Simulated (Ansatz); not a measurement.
The reference is GaAs (space group P4_2/mnm, No. 136; a = 7.025 Å, c = 4.062 Å; a hypothetical phase, not in the database extracts checked).

(Cell as relaxed with PBE.)

Levels (all Ansatz, a program for electronic structure, PAW): PBE (420 eV, scalar-relativistic without spin-orbit coupling); PBEsol (420 eV, no spin-orbit coupling).

Each level relaxes its own structure.

| base | PBE | PBEsol |
|---|---|---|
| volume per atom | 25.05 Å³ | 23.94 Å³ |
| lattice parameter a | 13.275 bohr | 13.071 bohr |

Modification: cell and atoms relaxed at a pressure of 5 GPa.

```tsv
quantity	PBE	PBEsol
c/a ratio	0.583	(withheld)
shortest interatomic distance	4.555 bohr	(withheld)
```

Question: What does PBEsol give?

Answer: 
- c/a ratio, PBEsol: 0.584
- shortest interatomic distance, PBEsol: 4.497 bohr

PBE's shortest interatomic distance lies 0.058 bohr above PBEsol's (1.3 %). Neither level is exact; PBEsol is the comparison here, not a measurement.

Load acts through the strain it causes; cell and atoms are relaxed under it. Stability against distortions was not tested. No other phases were tried under pressure.
